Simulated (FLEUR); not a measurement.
A self-consistent single point of Pr (P6_3/mmc, 2 atoms in the cell) with FLEUR.

Method of the run: PBE, all-electron FLAPW (FLEUR), scalar-relativistic valence in FLEUR.

```xyz
2
Lattice="3.6655 0.0000 0.0000 -1.8328 3.1744 0.0000 0.0000 0.0000 5.9513" Properties=species:S:1:pos:R:3 pbc="T T T"
Pr     0.0000     2.1163     1.4878
Pr     1.8328     1.0581     4.4635
```
Moments meant for the start (each program seeds them in its own way; μB, in the order of the atoms Pr Pr): 2.0 2.0.

Reference input (self-consistent single point, DFT, PBE, all-electron FLAPW (FLEUR), scalar-relativistic valence): Kmax = 3.8 1/bohr; GmaxXC = 13.3 1/bohr; xcFunctional = pbe; jspins = 2; l_soc = F; mode = gauss; fermiSmearingEnergy = 0.00999582 Htr; mesh (inpgen div1-3) = 8 8 5; inpgen gamma flag = true; Gmax = 13.3 1/bohr; numbands = 0; maxIterBroyd = 15. This run's input differs from it in these lines:

```diff
@@ -14,3 +14,3 @@
 &comp jspins=2 /
-&kpt div1=8 div2=8 div3=5 gamma=t /
+&kpt div1=5 div2=5 div3=3 /
 &end /
```

Log, with long lists cut:

```
 Iteration:     1   Distance:      53.05142698 me/bohr^3
 Iteration:     2   Distance:      45.72079507 me/bohr^3
 Iteration:     3   Distance:      91.13296066 me/bohr^3
 Iteration:     4   Distance:      20.34822811 me/bohr^3
 Iteration:     5   Distance:      15.67917684 me/bohr^3
   [... 51 lines left out ...]
 Iteration:    57   Distance:       0.00027486 me/bohr^3
 Iteration:    58   Distance:       0.00018744 me/bohr^3
 Iteration:    59   Distance:       0.00012602 me/bohr^3
 Iteration:    60   Distance:       0.00009334 me/bohr^3
 Run finished successfully
 Stop message:
   all done

[file out, last iteration]
             iter=     60
[...]
          total density-effective poten   -3.1281948196E+04
          total charge density-energy d   -4.3337837892E+02
 Updated energy parameters for spin:           1
 Updated energy parameters for spin:           2
[...]
 fermi energy and band-weighting factors:

[...]
   [... lines left out ...]
          first approx. to ef    (T=0)  :   0.369008 htr   (energy of the highest occ. eigenvalue)
          total moment                 =     5.59231
 Direct bandgap for spin            1 :    1.0814552439533109E-003  Htr
 Direct bandgap for spin            2 :    9.8446814341746069E-003  Htr
 ---->    free energy=                    -18485.5431792830 htr
   [... lines left out ...]
SPIN-2 FORCE FOR ATOM TYPE=  1  X=  3.463   Y= -2.000   Z=  2.812      FX_SP = 0.000000 FY_SP = 0.000000 FZ_SP = 0.000000
 ***** TOTAL FORCES ON ATOMS *****
 TOTAL FORCE FOR ATOM TYPE=  1  X=  3.463   Y= -2.000   Z=  2.812
                       FX_TOT= 0.000000 FY_TOT= 0.000000 FZ_TOT= 0.000000
No new postions, force convergence required= 0.00001; max force distance= 0.00000
---->    distance of charge densities for spin  1                 it=   60:     0.000087 me/bohr**3
---->    distance of charge densities for spin  2                 it=   60:     0.000029 me/bohr**3
---->    distance of charge densities for it=   60:     0.000091 me/bohr**3
---->    distance of spin densities for it=   60:     0.000093 me/bohr**3
GENERALIZED ANDERSON MIXING: alpha=   0.05000 History-length=3
     ******* it= 60  is completed********
```

The run ended unconverged after 60 iterations. 

The starting cell was generated: these elements placed on a structure prototype, without a prior relaxation; it need not be a known phase or ordering of this composition. Its lattice was rescaled by a random factor within 2.5 % of one. Spin-orbit coupling is off. Values depend on the basis (sphere radii, cutoffs, local orbitals), which need not be converged.

Cost on one core of a shared machine: roughly 4 min.
